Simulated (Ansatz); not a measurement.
AlBN2 (model structure, started from the BeSiN2 type, I-42d, No. 122, 8 atoms in the cell) was calculated with PBEsol (Ansatz, a quantum-chemistry and plane-wave program, plane waves, PAW).

Numerical settings: plane-wave cutoff 520 eV, 12×12×12 k mesh, Fermi–Dirac smearing 0.01 eV, scalar-relativistic PAW data made under PBE.

Cell (relaxed at this level):

Space group I-42d (No. 122); a = 4.088 Å, b = 4.088 Å, c = 7.618 Å, α = 90.00°, β = 90.00°, γ = 90.00°

```json
[
 {"atom": "Al", "site": "4a", "symmetry": "-4..", "x": "0.0000", "y": "0.0000", "z": "0.0000"},
 {"atom": "B", "site": "4b", "symmetry": "-4..", "x": "0.0000", "y": "0.0000", "z": "0.5000"},
 {"atom": "N", "site": "8d", "symmetry": ".2.", "x": "0.3069", "y": "0.2500", "z": "0.1250"}
]
```
(The calculation used a cell of 8 atoms; values per cell refer to that cell.)

Problem. Predict the band gap.

Solution. 
* **band gap**: 2.69 eV (direct)

Note: the relaxation could raise the start's symmetry but not lower it, so the cell can be a saddle point.

Static lattice: no zero-point or thermal effects.

It cost roughly 60 core-seconds of CPU time.

A model structure was made by putting elements into a prototype or built by hand; it is no filed structure, need not be a known phase, and can be a saddle point held by its symmetry.
